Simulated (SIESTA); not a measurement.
Worked example: self-consistent single point of ScBPd3 (Pm-3m, 5 atoms in the cell) in SIESTA

Computed with GGA PBEsol, numerical atomic orbitals TZP, PseudoDojo PBEsol standard norm-conserving potentials (rewritten from UPF to PSML) in SIESTA.

This input was run:

```
# files in the folder: Sc.psml B.psml Pd.psml (PseudoDojo PBEsol standard)
SystemName  ScBPd3
SystemLabel scbpd3

NumberOfAtoms                5
NumberOfSpecies              3
%block ChemicalSpeciesLabel
  1 21 Sc
  2 5 B
  3 46 Pd
%endblock ChemicalSpeciesLabel
LatticeConstant              1.0 Ang
%block LatticeVectors
     4.244700000    0.000000000    0.000000000
     0.000000000    4.244700000    0.000000000
     0.000000000    0.000000000    4.244700000
%endblock LatticeVectors
AtomicCoordinatesFormat      Fractional
%block AtomicCoordinatesAndAtomicSpecies
     0.000000000    0.000000000    0.000000000  1
     0.500000000    0.500000000    0.500000000  2
     0.000000000    0.500000000    0.500000000  3
     0.500000000    0.000000000    0.500000000  3
     0.500000000    0.500000000    0.000000000  3
%endblock AtomicCoordinatesAndAtomicSpecies

XC.functional                GGA
XC.authors                   PBEsol
PAO.BasisSize                TZP
PAO.EnergyShift              0.01 Ry
MeshCutoff                   350 Ry
%block kgrid.MonkhorstPack
    7   0   0  0.5
    0   7   0  0.5
    0   0   7  0.5
%endblock kgrid.MonkhorstPack
OccupationFunction           MP
OccupationMPOrder            1
ElectronicTemperature        1160.45 K

MaxSCFIterations             150
SCF.Mixer.Method             Broyden
SCF.Mixer.Weight             0.1
SCF.Mixer.History            8
SCF.DM.Tolerance             1.0E-04
Diag.ParallelOverK           true
WriteForces                  true
Charge.Mulliken              end
```

Log, with long lists cut:

```
reinit: Reading from file input.fdf

reinit: System Name: ScBPd3
reinit: System Label: scbpd3

coor:   Atomic-coordinates input format  =     Fractional

siesta: Atomic coordinates (Bohr) and species
siesta:      0.00000   0.00000   0.00000  1        1
siesta:      4.01066   4.01066   4.01066  2        2
siesta:      0.00000   4.01066   4.01066  3        3
siesta:      4.01066   0.00000   4.01066  3        4
siesta:      4.01066   4.01066   0.00000  3        5

siesta: System type = bulk

initatomlists: Number of atoms, orbitals, and projectors:      5   117    80

siesta: ******************** Simulation parameters ****************************
redata: Spin configuration                          = none
redata: Time-Reversal Symmetry                      = T
redata: Number of Atomic Species                    =        3
redata: Mesh Cutoff                                 =   350.0000 Ry
redata: Net charge of the system                    =     0.0000 |e|
redata: Min. number of SCF Iter                     =        0
redata: Max. number of SCF Iter                     =      150
redata: SCF convergence failure will abort job
redata: SCF mix quantity                            = Hamiltonian
redata: Mix DM or H after convergence               =   F
redata: Recompute H after scf cycle                 =   F
redata: Mix DM in first SCF step                    =   T
redata: No kicks to SCF
redata: DM Mixing Weight for Kicks                  =     0.5000
redata: Require Harris convergence for SCF          =   F
redata: Harris energy tolerance for SCF             =     0.000100 eV
redata: Require DM convergence for SCF              =   T
redata: DM tolerance for SCF                        =     0.000100
redata: Require EDM convergence for SCF             =   F
redata: EDM tolerance for SCF                       =     0.001000 eV
redata: Require H convergence for SCF               =   T
   [... lines left out ...]
diag: Used triangular part                          = Lower
diag: Absolute tolerance                            =  0.100E-15
diag: Orthogonalization factor                      =  0.100E-05
diag: Memory factor                                 =  1.0000

superc: Internal auxiliary supercell:     5 x     5 x     5  =     125
superc: Number of atoms, orbitals, and projectors:    625  14625  10000

                        Single-point calculation

superc: Internal auxiliary supercell:     5 x     5 x     5  =     125
superc: Number of atoms, orbitals, and projectors:    625  14625  10000

outcell: Unit cell vectors (Ang):
        4.244700    0.000000    0.000000
        0.000000    4.244700    0.000000
        0.000000    0.000000    4.244700

outcell: Cell vector modules (Ang)   :    4.244700    4.244700    4.244700
outcell: Cell angles (23,13,12) (deg):     90.0000     90.0000     90.0000
outcell: Cell volume (Ang**3)        :     76.4788
new_DM -- step:     1
Initializing Density Matrix...

Attempting to read DM from file... Failed...
DM filled with atomic data:

InitMesh: MESH = 48 x 48 x 48 = 110592
InitMesh: Mesh cutoff (required, used) =   350.000   353.419 Ry

stepf: Methfessel-Paxton step function
       Using Hermite-Gauss polynomials of order  1
        iscf     Eharris(eV)        E_KS(eV)     FreeEng(eV)     dDmax    Ef(eV) dHmax(eV)
   scf:    1   -12369.750620   -12399.879721   -12399.879076  1.594049 -4.310301  8.251567
   scf:    2   -12403.098890   -12401.595402   -12401.597148  0.052731 -4.396706  6.405502
   scf:    3   -12403.651868   -12403.323902   -12403.324923  0.135915 -4.690122  1.304818
   scf:    4   -12403.411607   -12403.379710   -12403.380837  0.008223 -4.705848  0.967067
   scf:    5   -12403.462849   -12403.443938   -12403.444460  0.036930 -4.857266  0.467108
   scf:    6   -12403.455014   -12403.453056   -12403.453431  0.005015 -4.856414  0.041111
   scf:    7   -12403.430755   -12403.445546   -12403.445623  0.007089 -4.867694  0.471269
   scf:    8   -12403.455771   -12403.453331   -12403.453666  0.005434 -4.863541  0.046671
   scf:    9   -12403.452627   -12403.453190   -12403.453586  0.001510 -4.863306  0.069310
   scf:   10   -12403.453324   -12403.453260   -12403.453651  0.000181 -4.863220  0.056713
   scf:   11   -12403.453445   -12403.453397   -12403.453762  0.000766 -4.864089  0.000724
   scf:   12   -12403.453397   -12403.453397   -12403.453762  0.000041 -4.864161  0.000674
SCF Convergence by DM+H criterion
max |DM_out - DM_in|         :     0.0000408319
max |H_out - H_in|      (eV) :     0.0006739470
SCF cycle converged after 12 iterations

Using DM_out to compute the final energy and forces

siesta: E_KS(eV) =           -12403.4534

siesta: E_KS - E_eggbox =    -12403.4534

siesta: Atomic forces (eV/Ang):
     1    0.000000    0.000000    0.000000
     2    0.000000   -0.000000    0.000000
     3    0.000000   -0.000000    0.000000
     4    0.000000    0.000000   -0.000000
     5   -0.000000   -0.000000   -0.000000
   Tot    0.000000   -0.000000    0.000000
   Max    0.000000
   Res    0.000000    sqrt( Sum f_i^2 / 3N )
   Max    0.000000    constrained

Stress tensor Voigt[x,y,z,yz,xz,xy] (kbar):       97.15       97.15       97.15        0.00       -0.00       -0.00
(Free)E + p*V (eV/cell)   -12408.0911
Target enthalpy (eV/cell)   -12403.4538

siesta: Program's energy decomposition (eV):
siesta: Ebs     =     -2167.347003
siesta: Eions   =     17026.899536
siesta: Ena     =      2115.749553
siesta: Ekin    =      4213.891129
siesta: Enl     =       158.796992
siesta: Eso     =         0.000000
siesta: Edftu   =         0.000000
siesta: DEna    =        53.052523
siesta: DUscf   =         1.115743
siesta: DUext   =         0.000000
siesta: Ex      =     -1793.265446
siesta: Ec      =      -125.894355
siesta: Exc     =     -1919.159801
siesta: Eharris =    -12403.453397
siesta: Etot    =    -12403.453397
siesta: FreeEng =    -12403.453762

siesta: Stress tensor (static) (eV/Ang**3):
siesta:     0.060636   -0.000000   -0.000000
siesta:    -0.000000    0.060636   -0.000000
siesta:    -0.000000    0.000000    0.060636

siesta: Cell volume =         76.478789 Ang**3

siesta: Pressure (static):
siesta:                Solid            Molecule  Units
siesta:          -0.00066041         -0.00066041  Ry/Bohr**3
siesta:          -0.06063610         -0.06063610  eV/Ang**3
siesta:         -97.14974507        -97.14974508  kBar

mulliken: Atomic and Orbital Populations:

Species: Sc
Atom  Qatom  Qorb
               3s      4s      4s      4s      3py     3pz     3px     4py
   [... lines left out ...]
             -0.041   0.281   0.281   0.281   0.084   0.084   0.062   0.084

              0.062

Species: Pd
Atom  Qatom  Qorb
               4s      5s      5s      5s      4py     4pz     4px     5py
               5pz     5px     4dxy    4dyz    4dz2    4dxz    4dx2-y2 4dxy
               4dyz    4dz2    4dxz    4dx2-y2 4dxy    4dyz    4dz2    4dxz
               4dx2-y2
   3 17.863   1.852   0.265  -0.061   0.309   1.977   1.977   1.914   0.284
              0.284   0.349   1.313   1.474   1.377   1.313   1.174   0.157

              0.179   0.165   0.157   0.130   0.265   0.149   0.231   0.265

              0.364
   4 17.863   1.852   0.265  -0.061   0.309   1.914   1.977   1.977   0.349
              0.284   0.284   1.313   1.313   1.377   1.474   1.174   0.157

              0.157   0.165   0.179   0.130   0.265   0.265   0.231   0.149

              0.364
   5 17.863   1.852   0.265  -0.061   0.309   1.977   1.914   1.977   0.284
              0.349   0.284   1.474   1.313   1.072   1.313   1.479   0.179

              0.157   0.113   0.157   0.183   0.149   0.265   0.430   0.265

              0.165

mulliken: Qtot =       68.000

Mulliken Atomic Populations:
Atom #   charge [q] valence [e]  Species
     1     0.412006   10.587994  Sc
     2    -0.821611    3.821611  B
     3     0.136535   17.863465  Pd
     4     0.136535   17.863465  Pd
     5     0.136535   17.863465  Pd
 Total    -0.000000
```

The run converged in 12 iterations.

The starting cell comes from a database of computed structures (which also holds hypothetical and non-ambient phases and stackings), without a prior relaxation at this level. Its lattice was rescaled by a random factor within 2.5 % of one. Spin polarisation is off. Values carry the incompleteness of an atom-centred basis. With a pressure of about -10 GPa the cell is away from its equilibrium volume at this level.

Cost on one core of a shared machine: roughly 2 min.
